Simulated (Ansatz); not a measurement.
An Ansatz (an electronic-structure program) input (Kohn–Sham DFT with the LDA functional, run in Ansatz with PAW and 420 eV plane waves, scalar-relativistic without spin-orbit coupling):

Ansatz 0.2 input:
```yaml
crystal:
  lattice:
    - [-1.5926383249, 1.5926383249, 3.7699679228]
    - [1.5926383249, -1.5926383249, 3.7699679228]
    - [1.5926383249, 1.5926383249, -3.7699679228]
  atoms:
    - { symbol: Si, position: [0.6653461416, 0.6653461416, 0] }
    - { symbol: Si, position: [0.3346538584, 0.3346538584, 0] }
    - { symbol: W, position: [0, 0, 0] }
basis: { ecutwfc: 420, ecutrho_ratio: 4, xc_grid: 2, fft_grid_basis: typed }
kpoints: { mp_grid: { grid: [25, 25, 25] } }
hamiltonian:
  xc: lda
  dispersion: none
  pseudopotentials: { kind: paw }
scf: { occupations: { method: fermi_dirac, width: 0.1 }, convergence: { dr2_threshold: 0.0000000003 } }
relax: { f_tol: 0.005, max_steps: 50 }
output: { forces: true, stress: true }
checkpoint: { write: state.ck, write_every: 1000 }
```

Problem. Which symmetry and how many k-points will the program report, and about how many plane waves at Γ?

Solution. Space group I4/mmm (ITA 139) with 16 operations, k-points 1183 of 15625, and 761 plane waves at Γ.

Problem. And the final pressure?

Solution. 8.81 GPa (compression positive).

The cells carry an imposed strain or load. Stability against distortions was not tested. The final runs are not spin-polarised. The cell was made from WSi$_{2}$ (space group I4/mmm, No. 139) by this change: uniaxial strain ε_zz = −3.00 %.
